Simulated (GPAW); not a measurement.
A user runs GPAW on Sc (P6_3/mmc, 2 atoms in the cell) and asks whether the run is sound. The aim is a self-consistent single point with DFT PBE, plane waves, GPAW PAW datasets PBE (gpaw-data 1.0.1).

Cell that was meant: a = 3.2557 Å, b = 3.2557 Å, c = 5.2750 Å, α = 90.00°, β = 90.00°, γ = 120.00°.

Part of the input:

```python
from gpaw import GPAW, PW, FermiDirac

atoms = Atoms(['Sc', 'Sc'],
              cell=[[1.722829, 0.000000, 0.000000],
                    [-0.861414, 1.492014, 0.000000],
                    [0.000000, 0.000000, 2.791398]],
              scaled_positions=[[0.333333, 0.666667, 0.250000],
                                [0.666667, 0.333333, 0.750000]],
              pbc=True)
[...]
            nbands=-8,
            convergence={'density': 1e-05, 'energy': 1e-05},
            symmetry={'symmorphic': False, 'tolerance': 0.0005},
            maxiter=60)

atoms.calc = calc
```

Log, with long lists cut:

```
Input parameters:
  convergence: {density: 1e-05,
                energy: 1e-05}
  kpts: {gamma: True,
         size: (8, 8, 4)}
   [... lines left out ...]
   1 Sc     0.861416    0.497338    2.093548    ( 0.0000,  0.0000,  1.0000)

Unit cell:
           periodic     x           y           z      points  spacing
  1. axis:    yes    1.722829    0.000000    0.000000    12     0.1243
  2. axis:    yes   -0.861414    1.492014    0.000000    12     0.1243
  3. axis:    yes    0.000000    0.000000    2.791398    20     0.1396

  Lengths:   1.722829   1.722829   2.791398
  Angles:   90.000000  90.000000 119.999980

Effective grid spacing dv^(1/3) = 0.1356
     iter     time        total  log10-change:  magmom
                         energy   eigst   dens
iter:   1 --:--:--    62.795194                   +2.0100
iter:   2 --:--:--    62.468642   -0.62  -1.14    +0.9095
iter:   3 --:--:--    57.242867   -0.99  -1.16    +0.1941
iter:   4 --:--:--    57.179906   -1.97  -2.02    +0.0772
iter:   5 --:--:--    57.179180   -3.03  -2.38    +0.0135
iter:   6 --:--:--    57.184864   -3.47  -2.39    +0.0019
iter:   7 --:--:--    57.185156   -3.98  -2.87    -0.0012
iter:   8 --:--:--    57.185211   -5.25  -3.76    -0.0009
iter:   9 --:--:--    57.185213c  -5.36  -3.48    -0.0005
iter:  10 --:--:--    57.185209c  -6.02  -4.37    -0.0001
iter:  11 --:--:--    57.185215c  -6.24  -4.07    +0.0000
iter:  12 --:--:--    57.185215c  -6.66  -5.11c   +0.0000
iter:  13 --:--:--    57.185215c  -7.10  -5.23c   -0.0000
iter:  14 --:--:--    57.185215c  -7.43c -5.38c   +0.0000
Converged after 14 iterations.

Dipole moment: (-0.000000, 0.000000, -0.000000) |e|*Ang

Total magnetic moment: (0.000000, 0.000000, 0.000000)
Local magnetic moments:
   0 Sc ( 0.000000,  0.000000,  0.000000)
   1 Sc ( 0.000000,  0.000000,  0.000000)

Energy contributions relative to reference atoms: (reference = -41577.766241)

Kinetic:       +406.421857
Potential:     -259.326594
External:        +0.000000
XC:             -88.871977
Entropy (-ST):   -0.035607
Local:           -1.020266
SIC:             +0.000000
--------------------------
Free energy:    +57.167412
Extrapolated:   +57.185215

Spin contamination: 0.000001 electrons
Showing only first 2 kpts
                      Up                     Down
 Kpt  Band  Eigenvalues  Occupancy  Eigenvalues  Occupancy
   [... lines left out ...]
Fermi level: 38.65542
No gap
   [... lines left out ...]
Energy (eV): 57.185215

Forces in eV/Ang:
  0 Sc   -0.00000   -0.00000    0.00000
  1 Sc   -0.00000    0.00000    0.00000

Stress tensor:
   -17.659757     0.000006     0.000000
     0.000006   -17.659750     0.000000
     0.000000     0.000000   -18.862990
Stress (GPa, Voigt): [-2.8294050e+03 -2.8294038e+03 -3.0221841e+03  0.0000000e+00
  0.0000000e+00  9.0000000e-04]
```

Question: Is anything amiss in this input, and did it matter?

Answer: The run is not sound. The fault is this: cell numbers converted the wrong way (times 0.529). Bohr and ångström differ by a factor of 1.89; the cell that the program reads is then far too large or far too small. To fix it, give the lengths in the unit that the key or card expects. The run converged in 14 iterations without an error; against the sound input the free energy rises by 33.3 eV/atom and the pressure goes from 1.14 to 2894 GPa.

An input that runs soundly differs in these lines (not the only fix; some lines may just follow from the change or write a value another way):
```diff
-              cell=[[1.722829, 0.000000, 0.000000],
-                    [-0.861414, 1.492014, 0.000000],
-                    [0.000000, 0.000000, 2.791398]],
+              cell=[[3.255675, 0.000000, 0.000000],
+                    [-1.627837, 2.819497, 0.000000],
+                    [0.000000, 0.000000, 5.274978]],
-            maxiter=60)
+            maxiter=150)
```

With that input, the run converged in 36 iterations: free energy E − TS (from the program's reference atoms) -9.3931 eV; Fermi level (on the code's own zero) 5.80 eV; pressure 1.14 GPa; size of the cell's spin moment 0.00 μB (DFT PBE, plane waves, GPAW PAW datasets PBE (gpaw-data 1.0.1)).

On the sound input: the starting cell comes from a database of computed structures (which also holds hypothetical and non-ambient phases and stackings), without a prior relaxation at this level. Its lattice was rescaled by a random factor within 2.5 % of one. The starting moments vanished: the run ended non-magnetic.
